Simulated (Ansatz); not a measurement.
Checking a run of Ansatz (an electronic-structure program) on Li2In2GeSe6 (Cc, 22 atoms in the cell). The aim is a self-consistent single point with DFT, r2SCAN, plane waves, default PAW files made with PBE.

Cell that was meant: a = 7.4424 Å, b = 7.4424 Å, c = 12.7902 Å, α = 107.02°, β = 107.02°, γ = 60.72°.

Part of the input:

Ansatz 0.2 input:
```yaml
  xc: r2scan
  pseudopotentials: { kind: paw }
scf:
  occupations: { method: fermi_dirac, width: 0.68 }
output:
  forces: true
  eigenvalues: true
```

The program printed (abridged):

```
WARN basis.ecutwfc = 500 eV, the default
WARN ansatz: RAYON_NUM_THREADS=1 ignored (pool sized by the plan → 1); use --threads N
   [... lines left out ...]
PAW frozen core: Se, regenerated for the run's functional
Initial density: superposition of atomic densities (neutral atoms: chi_scale 0, normalization atom), corrected by the library's trained network
Initial wavefunctions: pseudopotential atomic-orbital guess
Eigensolver: davidson
Functional: x = r2scan, c = r2scan; τ floored in thin density (d = 2e-4 eV/Å³)
SCF iter   1: F=—  HF=-97631.169327 eV  |F-HF|=—  |Δ(HF+E_count)|=         —  Δρ=4.47e-3  dr2=1.15e-1  dr2_τ=6.00e-2  ethr=1.77e-3  ⟨swp⟩=9.0  Hψ=3366  notcnv=0
all-band conjugate gradients solve this SCF's bands
preconditioner: auto → LDOS
SCF iter   2: F=—  HF=-97631.327838 eV  |F-HF|=—  |Δ(HF+E_count)|=   1.59e-1  Δρ=3.56e-3  dr2=6.40e-2  dr2_τ=1.13e-3  ethr=4.07e-5  ⟨swp⟩=2.0  Hψ=1314  notcnv=0
   [... lines left out ...]
SCF iter   5: F=—  HF=-97631.273017 eV  |F-HF|=—  |Δ(HF+E_count)|=   5.01e-5  Δρ=4.17e-5  dr2=1.81e-5  dr2_τ=8.53e-7  ethr=7.33e-8  ⟨swp⟩=2.0  Hψ=1100  notcnv=0
SCF iter   6: F=—  HF=-97631.273050 eV  |F-HF|=—  |Δ(HF+E_count)|=   3.27e-5  Δρ=1.18e-5  dr2=9.62e-7  dr2_τ=4.25e-8  ethr=6.38e-9  ⟨swp⟩=2.0  Hψ=991  notcnv=0
SCF iter   7: F=-97631.273050 eV  HF=-97631.273050 eV  |F-HF|=6.47e-8  |Δ(HF+E_count)|=   2.30e-7  Δρ=3.53e-6  dr2=7.65e-8  dr2_τ=4.44e-9  ethr=3.52e-11  ⟨swp⟩=9.0  Hψ=2918  notcnv=0
SCF 1 converged in 7 iterations: F = -97631.273050 eV  dr2 = 7.65e-8
Free energy (F): -97631.273050 eV
Internal energy: -97624.341343 eV  (E = F + TS)
E sigma→0 (E₀):  -97627.807196 eV
Entropy (-TS):   -6.931707 eV (-315.078 meV/atom)
Fermi energy:    6.370840 eV
--- Forces (eV/Å), atoms counted from 1 ---
  atom   1  Li     0.04519072    -0.01946932    -0.08421668
  atom   2  Li     0.04519072     0.01946932    -0.08421668
  atom   3  Li    -0.01623784     0.02704701     0.06761480
  atom   4  Li    -0.01623784    -0.02704701     0.06761480
  atom   5  In    -0.01135192    -0.08044486    -0.01362801
  atom   6  In    -0.01135192     0.08044486    -0.01362801
  atom   7  In    -0.05427518    -0.02368051    -0.01846526
   [... lines left out ...]
  atom  22  Se     0.22934101    -0.14290266     0.20444761
--- Stress (GPa, compression-positive) ---
        1.757777       0.000000      -0.009482
        0.000000       1.408735       0.000000
       -0.009482       0.000000       1.533945
  P = ⅓ Tr σ = 1.5668 GPa (15.668 kbar)
  The stress holds the Pulay correction. Without it, at fixed plane waves, as pw.x and ABINIT print it: P = 1.5561 GPa
```

Q: Is this run sound? If not, what is wrong?

A: The run is not sound. The fault is a smearing width that is far too large. A width of many tenths of an electronvolt moves electrons far across the Fermi level or the gap, and the free energy and its derivatives carry a large smearing term. To fix it, use a width small against the gap or band features. The run converged in 7 iterations without an error; against the sound input the free energy drops by 91.0 meV/atom, the pressure goes from -0.03 to 1.57 GPa and the largest force goes from 0.262 to 0.352 eV/Å.

An input that runs soundly differs in these lines (not the only fix; some lines may just follow from the change or write a value another way):
```diff
-  occupations: { method: fermi_dirac, width: 0.68 }
+  occupations: { method: fermi_dirac, width: 0.136 }
```

With that input, the run converged in 8 iterations: free energy E − TS (on the zero of these files) -97629.2706 eV; gap on the k-point mesh 1.59 eV; pressure -0.03 GPa; largest force (vector length) 0.262 eV/Å (DFT, r2SCAN, plane waves, default PAW files made with PBE).

On the sound input: the starting cell comes from a database of published, mostly measured structures (it also holds non-ambient and calculated ones), without a prior relaxation at this level. Its lattice was rescaled by a random factor within 2.5 % of one. Ansatz's pressure includes its estimate of the finite-basis (Pulay) stress.
